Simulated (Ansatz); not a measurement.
Ansatz (a first-principles code), DFT, PBE, plane waves, its soft PAW files of 3 December: Al(111) slab of 6 layers, 2x2, C adatom, atoms displaced (Al24C), unrelaxed, 25 atoms. Basis and mesh were picked for this test and aren't claimed converged.

cell: 5.73, 5.73, 23.29 Å; 90, 90, 60°
distance to the nearest atom: 1.99 to 2.83 Å
task: single point
k mesh: 6×6×1
hamiltonian.xc: pbe
kind of files: paw
scf.occupations.method: fermi_dirac
scf.occupations.width: 0.2 eV
output.forces: true
binding of workers (--pin): off
k-point pools (--kpoint-pools): 1
memory maximum (--max-ram): 8GiB
accuracy: medium (default)
basis.precision: auto (default)
basis.xc_grid: 2 (default)
scf.eigensolver.kind: auto (default)
scf.convergence.dr2_threshold: 1e-07 (default)
scf.lower_state_search: light (default)
k-points after symmetry: 20
bands at the start: 68
electrons: 76
plane waves at Γ: 13049
cutoff (eV): 420
FFT grid: 40×40×160
symmetry operations: 1

Settings of this run: scf.mixing.algorithm = anderson, scf.mixing.preconditioner = auto, scf.mixing.ndim = 1, scf.algorithm = auto; 4 threads.

```
iteration  dr2 (eV)    Hψ
---------  --------  ----
1            2.93e1  8137
2            2.71e0  3940
3           3.70e-1  2729
4           1.26e-1  2907
5           6.14e-2  2403
6           3.45e-2  2449
7           2.05e-2  2459
8           1.26e-2  2494
9           7.95e-3  2290
10          5.10e-3  2355
11          3.26e-3  2338
12          2.10e-3  2248
13          1.35e-3  2455
14          8.75e-4  2240
15          5.68e-4  2384
16          3.69e-4  2329
17          2.40e-4  2255
18          1.56e-4  2330
19          1.02e-4  2221
20          6.66e-5  2382
21          4.38e-5  2351
22          2.85e-5  2415
23          1.85e-5  2253
24          1.21e-5  2277
25          7.90e-6  2294
26          5.23e-6  2316
27          3.47e-6  2407
28          2.28e-6  2355
29          1.50e-6  2307
30          9.78e-7  2412
31          6.36e-7  2274
32          4.18e-7  2286
33          2.75e-7  2498
34          1.80e-7  2311
35          1.18e-7  2349
36          7.65e-8  4201
```

It converged after 36 SCF iterations.

Question: The cycle is slow. Which setting should be changed?

Answer: This is not unique; one that fits is scf.mixing.ndim = not set (9 SCF iterations) or scf.mixing.ndim = 4 (9 SCF iterations) or scf.mixing.ndim = 16 (9 SCF iterations), all else kept. In that run the program took: scf.mixing.preconditioner LDOS, scf.eigensolver.kind band_cg, --slots 4. The first change moves the result by: energy under 0.001 meV/atom, forces (largest component) 0.15 meV/Å. Counts are of single runs.

Keys are those of Ansatz 0.2.
